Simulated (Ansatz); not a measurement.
The starting structures come from a database of crystals and need not be the phases stable at ambient conditions.

The decay constant κ of evanescent states in the gap governs leakage through a thin film.

Input:

```yaml
crystal:
  lattice:
    - [3.39093, 0.00000, 0.00000]
    - [-1.69546, 2.93663, 0.00000]
    - [0.00000, 0.00000, 5.60955]
  atoms:
    - { symbol: B, position: [0.33333, 0.66667, 0.37468] }
    - { symbol: B, position: [0.66667, 0.33333, 0.87468] }
    - { symbol: As, position: [0.33333, 0.66667, 0.00032] }
    - { symbol: As, position: [0.66667, 0.33333, 0.50032] }
```

Space group of this cell: P6_3mc, wurtzite. The cell is taken as given; by r2SCAN its mean pressure is -2.9 GPa.

Transport runs along the normal of the first two printed cell vectors, the (001) plane of the conventional cell.

The gap is the functional's own, uncorrected, and κ follows it; spin-orbit coupling is left out. Mid-gap values are interpolated between the computed energies.

**Question.** State the band gap and the smallest decay constant κ at mid-gap according to Ansatz (a program for electronic structure) with r2SCAN.

**Answer.** Gap 1.34 eV on a 12×12×6 mesh; κ = 0.141 1/Å, at the zone centre.
